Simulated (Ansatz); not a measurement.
The reference is Cd in the hcp (Mg type) structure (space group P6_3/mmc, No. 194; a = 3.0294 Å, c = 5.7589 Å; relaxed with 0.1 eV smearing).

Computed with PBE/PAW in Ansatz (a program for electronic structure), no SOC.

For the base:

- Pressure: 0.0 GPa
- Band gap: zero

The change: every lattice vector is stretched by 2.50 %; the atoms relax in the strained cell.

### Question
Predict the new energy relative to the base, pressure and band gap.

### Answer
The energy increases by 15 meV/atom; the pressure (mean of the normal stresses, compression positive) goes from zero to -2.5 GPa; the band gap remains zero.

No phonon test of stability was made.
